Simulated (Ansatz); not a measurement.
# AlPO4 (space group P2_1, No. 4)

```
CELL_PARAMETERS angstrom
      5.04001     0.00000     0.00000
      0.00000     8.41345     0.00000
     -2.51019     0.00000     4.46036
ATOMIC_POSITIONS crystal
  Al 0.41367 0.93277 0.66895
  Al 0.58633 0.43277 0.33105
  P  0.25783 0.55826 0.67424
  P  0.74217 0.05826 0.32576
  O  0.44957 0.45448 0.58290
  O  0.55043 0.95448 0.41710
  O  0.91868 0.54238 0.44459
  O  0.08132 0.04238 0.55541
  O  0.34953 0.73232 0.68978
  O  0.65047 0.23232 0.31022
  O  0.68993 0.00308 0.01833
  O  0.31007 0.50308 0.98167
```

Level of theory: PBEsol (Ansatz, an electronic-structure program, PAW, spin-orbit coupling left out). Γ-centred 6×3×6 mesh, Fermi–Dirac width 0.05 eV.

| Property | Value |
|---|---|
| Volume per atom | 15.76 Å³ |
| Density | 2.14 g/cm³ |
| Band gap | 5.55 eV, indirect, B → Γ |
| Electron mass | 0.57 mₑ |
| Lowest conduction-band minima above the VBM | Γ 5.55 eV |
| Total energy | -585.635 eV/atom (σ→0; compares only within this code and set-up) |

Effective masses come from finite differences of ±0.01 Å⁻¹. Whether these cells are dynamically stable was not tested.
